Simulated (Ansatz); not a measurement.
# IrB (P-6m2): band-structure transport figures

Here is the system:

```xyz
2
Lattice="3.0177 0.0000 0.0000 -1.5089 2.6134 0.0000 0.0000 0.0000 2.6971" Properties=species:S:1:pos:R:3 pbc="T T T"
B      0.0000     0.0000     1.3486
Ir     1.5089     0.8711     0.0000
```

The numbers are results of PBEsol, rigid bands (plane waves, PAW, scalar-relativistic; Ansatz, a first-principles code), not measurements. Cell: cell and atoms relaxed with PBEsol.

```json
{
  "density of states at the Fermi level": "0.883 states/(eV·cell), both spins",
  "bare Sommerfeld coefficient": "1.04 mJ/(mol of atoms·K²)",
  "drude_plasma_energy": "5.7 (x), 5.7 (y), 3.9 (z) eV",
  "root-mean-square Fermi velocity": "5.0e5 m/s",
  "resistivity times τ": "15.0 (x), 15.0 (y), 32 (z) ×10⁻²² Ω·m·s"
}
```

A metal at this level (no band gap); rigid bands, thermally averaged at 300 K, both spins. Spin-orbit coupling is left out, which matters with elements this heavy. τ is one relaxation time for all states.

Computed structure with no diffraction record at hand here (it may be known, metastable or hypothetical): IrB (P-6m2).
